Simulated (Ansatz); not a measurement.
Start from BaPtSb (space group P-6m2, No. 187; a = 4.558 Å, c = 4.888 Å; a cell from a computed database, its experimental status unchecked; relaxed with 0.1 eV smearing). Axes: x lies along a and z along c of the hexagonal cell.

The values are results of plane-wave PAW DFT at the r2SCAN+rVV10 level (Ansatz, a first-principles code, 500 eV), no spin-orbit coupling, not measurements.

One thing is altered: the cell is stretched by 4.76 % along z with no lateral relaxation, atoms relaxed at fixed cell.

Predict the stress tensor and what it implies for the stiffness.

Stress of the strained cell less that of the base (GPa, compression positive):
```
   -1.4     0.0     0.0
    0.0    -1.4     0.0
    0.0     0.0    -3.4
```

Then −Δσ_ii/ε with ε = 0.0476 gives secant stiffness values (nonlinear terms included at this strain): C33 ≈ 72 GPa, C13 ≈ 30 GPa and C23 ≈ 30 GPa.

As a check, the harmonic strain energy −½ V₀ Δσ:ε is 15 meV/atom; the computed energy rise is 15 meV/atom.

Whether these cells are dynamically stable was not tested. All final runs are without spin polarisation. BaPtSb has a high density of states at the Fermi level and may be magnetic at this level.
